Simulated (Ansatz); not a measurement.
Take Ir in the fcc (Cu type) structure (space group Fm-3m, No. 225; a = 3.8118 Å; relaxed with 0.1 eV smearing) as the base. Axes: x, y, z lie along the cube axes.

The values are results of LDA (Ansatz, a quantum-chemistry and plane-wave program, PAW, no SOC), not measurements.

For the base:

| Item | Value |
|---|---|
| Shortest interatomic distance | 2.695 Å |
| Pressure | 0.0 GPa |

The change: uniaxial strain ε_zz = −0.50 %, all other strain components held at zero, atoms relaxed at fixed cell.

Predict the new shortest interatomic distance, pressure and energy relative to the base.

The shortest interatomic distance drops by 0.0067 Å, from 2.695 Å to 2.689 Å; the pressure (mean of the normal stresses, compression positive) goes from zero to 2.1 GPa; the energy goes up by 0.7 meV/atom.

No phonon test of stability was made. All final runs are without spin polarisation.
